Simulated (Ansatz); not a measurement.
Base system: MoTe₂ in the 2H-MoS2 type structure (space group P6_3/mmc, No. 194; layered, stacked along the Cartesian z axis).

MoTe$_{2}$ has the hexagonal space group P6₃/mmc (No. 194), Pearson symbol hP6. Conventional cell: a = b = 3.497 Å, c = 13.696 Å, α = β = 90.00°, γ = 120.00°. Mo on 2d is coordinated by 6 Te at 2.716 Å (trigonal prismatic). Te on 4f has 3 Mo at 2.716 Å (trigonal pyramidal). (Neighbours: up to the widest gap in distance over summed covalent radii, below 1.35, at either atom; cation-cation and far metal-metal contacts left out.)

Calculations: PBE-D3(BJ), PAW, 420 eV (Ansatz, a program for electronic structure; no SOC).

Before the change:

- c/a ratio = 3.917
- Lattice parameter a = 349.7 pm

Now apply this change: cell and atoms relaxed at a pressure of 2.1 GPa.

Problem. What happens to the c/a ratio and lattice parameter a?

Solution. The c/a ratio falls by 0.041, from 3.917 to 3.876; the lattice parameter a falls by 3.4 pm, from 349.7 pm to 346.3 pm.

Spin-orbit coupling, missing from the scalar runs, can matter with Te. Load acts through the strain it causes; cell and atoms are relaxed under it. Stability against distortions was not tested. The program warned that a D3 coordination switch lies within reach, so dispersion energies are less smooth here.
